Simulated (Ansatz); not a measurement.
## Step by step: formation energy of Os_Al in Al (fcc, Fm-3m)

We look at the formation energy of Os_Al in Al (fcc, Fm-3m). Reaction: Os (hcp) + 63 Al (fcc) → cell A.

A: a supercell of 64 sites of Al (fcc, Fm-3m) with Os on an Al site (12 Al at 2.79 Å); spin state with PBE: run without spin.

Setting: static, neutral cells in Ansatz (PAW) whose structures rest at the PBE level. Ansatz (a quantum-chemistry and plane-wave program) runs with its default PAW set. Larger cells are relaxed from a start prepared with the learned potential CHGNet, on a coarser mesh till forces fall under 0.03 eV/Å, which some starts already meet. A dispersion term (D3(BJ), or D4 for r2SCAN) was computed beside these levels and is taken off wherever the name lacks it. The runs are scalar-relativistic, without spin-orbit coupling. Mesh and cell size may move defect energies by 0.1 eV or more. Cell A has symmetry Fm-3m within 0.02 Å and got no random move, so less symmetric positions, which may lie lower, weren't tried.

Total energies of the cells in eV, at zero smearing width. They compare only within one column; the weights balance every element.

| cell | atoms | weight | PBE |
|---|---|---|---|
| A: Al:Os_Al | 64 | +1 | -45248.44505 |
| Os (hcp) | 2 | −1/2 | -22769.09540 |
| Al (fcc) | 64 | −63/64 | -34400.48348 |

PBE: (-45248.44505) − 1/2 × (-22769.09540) − 63/64 × (-34400.48348) = -0.921 eV.
